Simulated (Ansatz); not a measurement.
Start from TaTlO$_{3}$ in the cubic perovskite structure (space group Pm-3m, No. 221; a = 4.0336 Å; a cell from a computed database, its experimental status unchecked).

Levels (all Ansatz, a program for electronic structure, PAW): PBEsol (420 eV, without spin-orbit coupling); r2SCAN (500 eV, scalar-relativistic without spin-orbit coupling); HSE06 (420 eV, spin-orbit coupling left out).

One geometry, relaxed with PBEsol, under each level:

| level | band gap | lowest conduction level above the VBM at special points | pressure |
|---|---|---|---|
| PBEsol | 0.61 eV | X 0.61 eV; Γ 0.64 eV; M 3.26 eV; R 4.49 eV | -0.01 GPa |
| r2SCAN | 0.92 eV | X 0.92 eV; Γ 0.94 eV; M 3.51 eV; R 4.76 eV | 1.70 GPa |
| HSE06 | (withheld) | (withheld) | – |

Problem. Give the withheld HSE06 results.

Solution. 
- HSE06, band gap: 1.45 eV
- HSE06, lowest conduction level above the VBM at special points: X 1.45 eV; Γ 1.47 eV; M 4.27 eV

Single points use the geometry relaxed with PBEsol. Their cutoffs differ, which shifts pressures a little. The hybrid gap comes from the SCF mesh plus the semilocal run's edge points and a few special points and is an upper bound. Spin-orbit coupling, missing from the scalar runs, can matter with Ta and Tl. Whether these cells are dynamically stable was not tested. Many cubic perovskites are stable only at high temperature; tilts and polar distortions were not tested.
